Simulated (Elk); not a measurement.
Worked example: self-consistent single point of LaFeSi (P4/nmm, 6 atoms in the cell) in Elk.

Computed with Elk with PBEsol, all-electron FP-LAPW, Elk's shipped species files, default APW+lo basis.

```
CELL_PARAMETERS angstrom
      4.07667     0.00000     0.00000
      0.00000     4.07667     0.00000
      0.00000     0.00000     7.19373
ATOMIC_POSITIONS crystal
  La 0.50000 0.00000 0.68813
  La 0.00000 0.50000 0.31187
  Fe 0.00000 0.00000 0.00000
  Fe 0.50000 0.50000 0.00000
  Si 0.50000 0.00000 0.16567
  Si 0.00000 0.50000 0.83433
```
Moments meant for the start (each program seeds them in its own way; μB, in the order of the atoms La La Fe Fe Si Si): 0.0 0.0 4.0 4.0 0.0 0.0.

Reference input (self-consistent single point, DFT, LDA (PW92), all-electron FP-LAPW, Elk's shipped species files, default APW+lo basis): xctype = 3; spinpol = true; rgkmax = 7; stype = 0; swidth = 0.00999582 Ha; ngridk = 5 5 3; reducebf = 0.7; rmtscf = 0.91; nempty = 12 per atom. This run's input differs from it in these lines:

```diff
@@ -4,3 +4,3 @@
 xctype
-  3
+  22
```

Log, with long lists cut:

```
│ Self-consistent loop started │
│ Loop number : 1 │
 total energy                :     -20151.9809341
 total moment                :    3.221378972
│ Loop number : 2 │
 total energy                :     -20147.9803998
 total moment                :    3.368649989
RMS change in Kohn-Sham potential (target) :    1.332751244     (  0.1000000000E-05)
Absolute change in total energy (target)   :    4.000534264     (  0.1000000000E-03)
│ Loop number : 3 │
 total energy                :     -20153.4573977
 total moment                :    3.133227113
RMS change in Kohn-Sham potential (target) :    1.345182122     (  0.1000000000E-05)
   [... lines left out ...]
│ Loop number : 39 │
 total energy                :     -20111.3798045
 total moment                :  -0.1067686352E-03
RMS change in Kohn-Sham potential (target) :   0.1539471604E-05 (  0.1000000000E-05)
Absolute change in total energy (target)   :   0.7500504580E-04 (  0.1000000000E-03)
│ Loop number : 40 │
 total energy                :     -20111.3797221
 total moment                :  -0.1330989112E-03
RMS change in Kohn-Sham potential (target) :   0.7969780896E-06 (  0.1000000000E-05)
Absolute change in total energy (target)   :   0.6369458060E-04 (  0.1000000000E-03)
Convergence targets achieved

│ Loop number : 41 │

Energies :
 Fermi                       :     0.344169593329
 xc effective B-field        :    -0.538545517350E-09
 external B-field            :      0.00000000000
 total energy                :     -20111.3797515
 (external B-field energy excluded from total)

Density of states at Fermi energy :    160.8954383
 (states/Hartree/unit cell)

Estimated indirect band gap :   0.1009295654E-02
 from k-point      7 to k-point     12
Estimated direct band gap   :   0.5708674267E-02
 at k-point      1

Charges :
 core                        :    132.0000000
 valence                     :    62.00000000
 interstitial                :    12.97288977
 muffin-tins (core leakage)
  species :    1 (La)
   atom    1                 :    54.04510996     (  0.8595216237E-03)
   [... lines left out ...]
   atom    2                 :  -0.5199721662E-05
  species :    2 (Fe)
   atom    1                 :  -0.1104034118E-03
   atom    2                 :  -0.1104034118E-03
  species :    3 (Si)
   atom    1                 :   0.6976989949E-05
   atom    2                 :   0.6976989949E-05
 total in muffin-tins        :  -0.2172522870E-03
 total moment                :  -0.2494587828E-03

│ Self-consistent loop stopped │
```

The run converged in 41 iterations. The count includes the last loop, which Elk runs after its targets are met. 

The starting cell comes from a database of computed structures (which also holds hypothetical and non-ambient phases and stackings), without a prior relaxation at this level. Its lattice was rescaled by a random factor within 2.5 % of one. The starting moments vanished: the run ended non-magnetic, which need not be the lowest state. Values depend on the basis (sphere radii, cutoffs, local orbitals), which need not be converged. The log's line on a gap gives a spacing of levels on this mesh, which the program prints for metals too.

Cost on one core of a shared machine: roughly 3 min.
